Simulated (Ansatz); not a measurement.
## WSi2: response to strain

The reference is WSi2 (space group I4/mmm, No. 139; a = 3.185 Å, c = 7.773 Å; relaxed with 0.1 eV smearing).

Strains are applied to the cell and any free atomic positions relax.

Calculations: LDA, PAW, 420 eV (Ansatz, a program for electronic structure; without spin-orbit coupling).

Notes on the quantities. pressure: mean of the normal stresses, compression positive; energy relative to the base: free energy F.

```json
[
 {"change": "base", "pressure": "0.0 GPa", "energy relative to the base": "0 meV/atom", "volume per atom": "13.14 Å³"},
 {"change": "isotropic strain −2.00 %", "pressure": "16.5 GPa", "energy relative to the base": "+38 meV/atom", "volume per atom": "12.37 Å³"},
 {"change": "isotropic strain −1.50 %", "pressure": "12.0 GPa", "energy relative to the base": "+21 meV/atom", "volume per atom": "12.56 Å³"},
 {"change": "isotropic strain −1.00 %", "pressure": "7.7 GPa", "energy relative to the base": "+9.1 meV/atom", "volume per atom": "12.75 Å³"},
 {"change": "isotropic strain +0.50 %", "pressure": "…", "energy relative to the base": "…", "volume per atom": "13.34 Å³"},
 {"change": "isotropic strain +1.00 %", "pressure": "-6.7 GPa", "energy relative to the base": "+8.5 meV/atom", "volume per atom": "13.54 Å³"},
 {"change": "isotropic strain +1.50 %", "pressure": "-9.7 GPa", "energy relative to the base": "+19 meV/atom", "volume per atom": "13.74 Å³"},
 {"change": "isotropic strain +2.00 %", "pressure": "-12.4 GPa", "energy relative to the base": "+33 meV/atom", "volume per atom": "13.95 Å³"},
 {"change": "isotropic strain +2.50 %", "pressure": "-15.0 GPa", "energy relative to the base": "+51 meV/atom", "volume per atom": "14.16 Å³"},
 {"change": "isotropic strain +3.00 %", "pressure": "-17.3 GPa", "energy relative to the base": "+72 meV/atom", "volume per atom": "14.36 Å³"}
]
```

Question: What belongs in the blanks?

Answer: 
- isotropic strain +0.50 %, pressure: -3.5 GPa
- isotropic strain +0.50 %, energy relative to the base: +2.2 meV/atom

Stability against distortions was not tested. All final runs are without spin polarisation.
